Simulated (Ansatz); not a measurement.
An Ansatz (an electronic-structure program) run: W with a change (isotropic strain +4.51 %); Ansatz, r2SCAN, PAW, cutoff 500 eV, spin-orbit coupling left out.

Input:

Ansatz 0.2 input:
```yaml
crystal:
  lattice:
    - [-1.6558740754, 1.6558740754, 1.6558740754]
    - [1.6558740754, -1.6558740754, 1.6558740754]
    - [1.6558740754, 1.6558740754, -1.6558740754]
  atoms:
    - { symbol: W, position: [0, 0, 0] }
basis: { ecutwfc: 500, ecutrho_ratio: 4, xc_grid: 4, fft_grid_basis: typed }
kpoints: { mp_grid: { grid: [29, 29, 29] } }
hamiltonian:
  xc: r2scan
  dispersion: none
  pseudopotentials: { kind: paw }
scf: { occupations: { method: fermi_dirac, width: 0.1 }, convergence: { dr2_threshold: 0.0000000001 } }
relax: { f_tol: 0.005, max_steps: 50 }
output: { forces: true, stress: true }
checkpoint: { write: state.ck, write_every: 1000 }
```

Output (explanatory and most iteration lines left out):

```
Relaxation: its limit of steps is 50 (relax.max_steps)
Pseudopotential: W, paw, valence charge 14
Crystal: 1 atoms, lattice volume = 18.161 Å³
Basis set: ecut = 500 eV, 459 PW (Γ), exchange–correlation on 96×96×96 points (64 copies of the dense FFT grid, shifted against one another)
Bands: 11, of which v1, the nominal top of the filled ones, is band 7 counted from 1 (6 counted from 0)
Symmetry: 48 space group operations
Space group: Im-3m (ITA 229), of the structure as read, at distance tolerance 2.6e-5 Å
k-points: 680 of 24389
Functional: x = r2scan, c = r2scan; τ floored in thin density (d = 2e-4 eV/Å³)
SCF iter   1: F=—  HF=-10397.042937 eV  |F-HF|=—  |Δ(HF+E_count)|=         —  Δρ=5.95e-3  dr2=1.52e-3  dr2_τ=3.62e-2  ethr=1.77e-3  ⟨swp⟩=5.0  Hψ=42815  notcnv=0
SCF iter   2: F=—  HF=-10397.052274 eV  |F-HF|=—  |Δ(HF+E_count)|=   9.34e-3  Δρ=3.67e-3  dr2=5.58e-4  dr2_τ=1.35e-4  ethr=1.08e-5  ⟨swp⟩=2.3  Hψ=17497  notcnv=0
SCF 1 converged in 8 iterations: F = -10397.052983 eV  dr2 = 1.17e-11
relax step   1: F+E_penalty+E_count = -10397.05298343 eV  Δ(F+E_penalty+E_count) = +0.000e0 eV  max|allowed force component| = 0.000e0 eV/Å  Δτ_max = 0.0000 Å  (8 SCF iters, accepted)
Crystal: 1 atoms, lattice volume = 18.161 Å³
SCF iter   1: F=—  HF=-10397.052983 eV  |F-HF|=—  |Δ(HF+E_count)|=         —  Δρ=4.68e-7  dr2=1.17e-11  dr2_τ=2.51e-12  ethr=1.00e-12  ⟨swp⟩=1.1  Hψ=44960  notcnv=0
SCF iter   2: F=-10397.052983 eV  HF=-10397.052983 eV  |F-HF|=3.64e-12  |Δ(HF+E_count)|=  1.46e-11  Δρ=2.61e-7  dr2=3.60e-12  dr2_τ=3.74e-13  ethr=1.00e-12  ⟨swp⟩=3.2  Hψ=19912  notcnv=0
SCF 2 converged in 2 iterations: F = -10397.052983 eV  dr2 = 3.60e-12
SCF converged after 2 iterations
Free energy (F): -10397.052983 eV
Internal energy: -10397.038622 eV  (E = F + TS)
E sigma→0 (E₀):  -10397.045803 eV
Entropy (-TS):   -0.014361 eV (-14.361 meV/atom)
Fermi energy:    19.167048 eV
--- Forces (eV/Å), atoms counted from 1 ---
  atom   1  W      0.00000000     0.00000000     0.00000000
--- Stress (GPa, compression-positive) ---
      -32.053872       0.000000       0.000000
        0.000000     -32.053872       0.000000
        0.000000       0.000000     -32.053872
  P = ⅓ Tr σ = -32.0539 GPa (-320.539 kbar)
--- Relaxed structure (1 steps of the walk, 1 accepted, 0 SCFs on fresh bases) ---
  atoms:
    - { symbol: W, position: [0.0, 0.0, 0.0] }
```

Whether these cells are dynamically stable was not tested. The final runs are not spin-polarised. The cell was made from W in the bcc (W type) structure (space group Im-3m, No. 229) by this change: isotropic strain +4.51 %.
